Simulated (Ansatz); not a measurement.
# CeO2 in the fluorite structure (space group Fm-3m, No. 225)

```xyz
3
Lattice="0.0000 2.7322 2.7322 2.7322 0.0000 2.7322 2.7322 2.7322 0.0000" Properties=species:S:1:pos:R:3 pbc="T T T"
Ce     0.0000     0.0000     0.0000
O      1.3661     1.3661     1.3661
O      4.0984     4.0984     4.0984
```

Calculations: PBE in Ansatz (plane waves to 420 eV, PAW, no spin-orbit coupling), earlier PAW set. k-mesh 10×10×10 (Γ-centred); smearing 0.05 eV (Fermi–Dirac).

* **Volume per atom**: 13.60 Å³
* **Density**: 7.01 g/cm³
* **Band gap**: 1.87 eV, indirect, K–Γ (31 % along) → L
* **Lowest conduction-band minima above the VBM**: L along ⟨111⟩ 1.87 eV; X along ⟨100⟩ 1.91 eV; a point along ⟨110⟩, about 1.1 Å⁻¹ from Γ 1.93 eV
* **Total energy**: -2572.013 eV/atom (σ→0; compares only within this code and set-up)

Whether these cells are dynamically stable was not tested. Starting moments died away, wholly or in part, for the base; another magnetic solution may exist. All final runs are without spin polarisation.

Ansatz is a program for electronic structure.
